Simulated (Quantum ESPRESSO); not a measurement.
Quantum ESPRESSO run on AlAg3 (P1, 20 atoms in the cell): self-consistent single point.

Method: LDA (PZ), PSlibrary ultrasoft (LDA) pseudopotentials (plane waves; Quantum ESPRESSO 7.5).

```xyz
20
Lattice="4.9223 2.8419 3.9936 -4.9223 2.8419 3.9936 0.0000 -5.6838 3.9936" Properties=species:S:1:pos:R:3 pbc="T T T"
Al     0.0875    -0.0813     8.2020
Al     0.5803    -3.1730     5.3061
Al     2.3605     2.0497     5.1294
Al    -2.9863     0.9834     5.2395
Al    -0.1144     0.0718     0.6800
Ag    -1.1376     1.0794     3.0907
Ag    -0.4996    -1.5928     3.0014
Ag     1.6315     0.5686     2.9708
Ag    -0.7170     2.9934     8.6003
Ag    -2.2042    -2.2785     8.5026
Ag     2.9036    -0.7130     8.4995
Ag     0.9952     4.3017     6.5110
Ag    -4.1902    -1.2083     6.5410
Ag     3.1885    -2.8819     6.3410
Ag    -0.4955     1.6602     5.9884
Ag    -1.1625    -1.1895     5.8693
Ag     1.5380    -0.5103     5.9249
Ag     1.8276     1.7372     7.7945
Ag    -2.3267     0.6404     7.8399
Ag     0.7213    -2.4574     7.7754
```

Reference input (self-consistent single point, DFT, LDA (PZ), plane waves, PSlibrary ultrasoft (LDA) pseudopotentials): ecutwfc = 50 Ry; ecutrho = 300 Ry; occupations = smearing; smearing = mp; degauss = 0.0147 Ry; potentials = {Al: Al.pz-n-rrkjus_psl.1.0.0.UPF, Ag: Ag.pz-n-rrkjus_psl.1.0.0.UPF}; K_POINTS = automatic 3 3 3 0 0 0; conv_thr = 1e-10 Ry. This run's input differs from it in these lines:

```diff
@@ -11,4 +11,4 @@
    ntyp = 2
-   ecutwfc = 50
-   ecutrho = 300
+   ecutwfc = 35
+   ecutrho = 210
    occupations = 'smearing'
```

The program printed (abridged):

```
     Self-consistent Calculation

     iteration #  1     ecut=    35.00 Ry     beta= 0.70

     Threshold (ethr) on eigenvalues was too large:
     Diagonalizing with lowered threshold

     c_bands:  2 eigenvalues not converged
     c_bands:  2 eigenvalues not converged

     total energy              =   -1288.45629246 Ry
     estimated scf accuracy    <       0.30932020 Ry

     iteration #  2     ecut=    35.00 Ry     beta= 0.70

     total energy              =   -1288.49781019 Ry
     estimated scf accuracy    <       0.38853488 Ry

     iteration #  3     ecut=    35.00 Ry     beta= 0.70

     total energy              =   -1288.56978605 Ry
     estimated scf accuracy    <       0.05171659 Ry

   [... 11 blocks of this kind left out ...]

     iteration # 15     ecut=    35.00 Ry     beta= 0.70

     total energy              =   -1288.58530966 Ry
     estimated scf accuracy    <          1.8E-10 Ry

     iteration # 16     ecut=    35.00 Ry     beta= 0.70
     End of self-consistent calculation

     the Fermi energy is    11.6459 ev

!    total energy              =   -1288.58530966 Ry
     estimated scf accuracy    <          2.1E-11 Ry
     smearing contrib. (-TS)   =      -0.00071773 Ry
     internal energy E=F+TS    =   -1288.58459193 Ry

     convergence has been achieved in  16 iterations

     Forces acting on atoms (cartesian axes, Ry/au):

     atom    1 type  1   force =    -0.00920822    0.01337166    0.01764856
     atom    2 type  1   force =     0.00690429    0.02003992   -0.01586128
     atom    3 type  1   force =     0.00021055   -0.01583531    0.03207871
     atom    4 type  1   force =    -0.00392250    0.00533372    0.01102473
     atom    5 type  1   force =     0.01599345   -0.01688411   -0.01213672
   [... lines left out ...]

     Total force =     0.126901     Total SCF correction =     0.000021

          total   stress  (Ry/bohr**3)                   (kbar)     P=     -173.48
  -0.00120286  -0.00003410   0.00001084         -176.95       -5.02        1.59
  -0.00003410  -0.00114533   0.00000914           -5.02     -168.48        1.34
   0.00001084   0.00000914  -0.00118979            1.59        1.34     -175.02

   JOB DONE.
```

The run converged in 16 iterations. Against the reference run the free energy rises by 123 meV/atom, the pressure goes from -6.36 to -17.35 GPa and the largest force goes from 1.033 to 1.054 eV/Å.

The starting cell comes from a database of computed structures (which also holds hypothetical and non-ambient phases and stackings), without a prior relaxation at this level. Its atoms were displaced at random from the sites of space group no. 146. Forces in this geometry exceed 1 eV/Å. At the lowered cutoff the pressure carries the error of an incomplete plane-wave basis.

Cost on one core of a shared machine: roughly 9 min.
